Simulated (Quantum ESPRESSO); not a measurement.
Energy against c/a at fixed volume: hcp Y (space group 194) (Quantum ESPRESSO, LDA)

```
CELL_PARAMETERS angstrom
      3.57973     0.00000     0.00000
     -1.78987     3.10014     0.00000
      0.00000     0.00000     5.39490
ATOMIC_POSITIONS crystal
  Y  0.66667 0.33333 0.75000
  Y  0.33333 0.66667 0.25000
```

Method of the run: LDA (PZ), GBRV 1.5 ultrasoft (LDA) pseudopotentials (plane waves; Quantum ESPRESSO). Settings: ecutwfc = 52 Ry; ecutrho = 416 Ry; occupations = smearing; smearing = fermi-dirac; degauss = 0.0036749 Ry; potentials = {Y: y_lda_v1.4.uspp.F.UPF}; K_POINTS = automatic 22 22 12 0 0 0; conv_thr = 1e-10 Ry; mixing_beta = 0.7. The cell above is the first row's. The rows change c/a at fixed volume. In all rows fractional positions and the k mesh are held. E is the free energy at the stated smearing, counted from the lowest row.

| c/a | E (meV/atom) |
|---|---|
| 1.5071 | 3.84 |
| 1.5228 | 1.78 |
| 1.5385 | 0.50 |
| 1.5542 | 0.00 |
| 1.5699 | 0.20 |
| 1.5856 | 1.08 |
| 1.6013 | 2.59 |
| 1.6170 | 4.71 |
| 1.6327 | ? |

Fit E of the 8 rows that show it with a cubic. With u = c/a - 1.56, the rows have u = -0.05290, -0.03720, -0.02150, -0.00580, 0.00990, 0.02560, 0.04130, 0.05700. Least squares gives E = -0.011 + 7.25·u + 1422.7·u² - 1710·u³. Residuals (row less fit): 0.000, 0.004, -0.008, 0.005, 0.001, 0.002, -0.005, 0.002; standard error 0.006 (degrees of freedom: 4). The fitted curve has its minimum at c/a = 1.56, where E = -0.02. To one more digit the minimum is at c/a = 1.557; the ideal close-packed ratio is 1.633.

Question: Estimate the missing E (c/a = 1.6327); what did the run itself give?

Answer: u = 0.07270, so E = -0.011 + 7.25 × 0.07270 + 1422.7 × 0.07270² - 1710 × 0.07270³ = 7.378 meV/atom. The calculation gives 7.41 meV/atom, 0.032 meV/atom above the prediction (0.4 % of the range of E in the table). The row lies outside the fitted rows, so this is an extrapolation. From the scatter of the fitted rows alone, a prediction at this place has a standard error of 0.015 meV/atom, so the miss is 2.1 times that.

Carrying the step between the two nearest rows on in a straight line would have given 6.83, off by 0.58; series whose last step already gives the withheld value aren't shown. The reference cell has the volume at which an earlier scan in this program and functional put its minimum by a fit; axis ratios and inner coordinates come from a measured-size cell. The runs keep the symmetry of the cell, so they don't test it for distortions. The best c/a moves a little with volume. In metals such curves are sensitive to mesh and smearing. Cutoffs and mesh are single choices, not tested for convergence of this quantity. Series with a scatter that would blur these digits, or in which a gap closes, are not shown. Strain series were run only where this level's volume lies within 10 % of a first guess from the measured size.
